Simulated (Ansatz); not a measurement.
SiC under load (space group P6_3mc), PBE with spin-orbit coupling, rigid bands in Ansatz (a program for electronic structure). Condition of this run: biaxial stress in the c plane of 15 GPa (compression positive) (the target of the relaxation). Band gap 1.95 eV, N_c = 1.12e19 cm⁻³ and N_v = 6.51e19 cm⁻³ at 300 K, conductivity masses along z (a = (3.01, 0.00, 0.00) Å; b = (-1.50, 2.60, 0.00) Å; c = (0.00, 0.00, 5.07) Å) of 0.269 mₑ (electrons) and 1.66 mₑ (holes). Take k_BT = 0.02585 eV.

A film of it is 3 nm thick, with its normal along the direction named. Estimate the confinement energies in an infinite well.

ħ²π²/(2m t²) = 0.376 eV·nm²/(m/mₑ × t²) gives 155 meV for electrons and 25.2 meV for holes, so the gap would widen to about 2.13 eV. Finite barriers and nonparabolic bands lower this, and with several valleys or bands the heaviest mass along the normal sets the lowest level, not this average.

What thermal injection velocity √(2k_BT/πm) limits a ballistic channel along the direction named?

1.04e7 cm/s for electrons and 4.18e6 cm/s for holes, a ratio of √(m_h/m_e) = 2.48, for dilute carriers.

What built-in voltage has an abrupt junction with N_A = 1e17 and N_D = 1e18 cm⁻³, all dopants ionised?

V_bi = E_g/e − (k_BT/e) ln(N_c N_v/(N_A N_D)) = 1.95 − 0.02585 × 8.89 = 1.72 V, for the computed gap.

Rigid bands with the computed gap; masses take one relaxation time for all states. Geometry: cell and atoms relaxed with PBEsol.
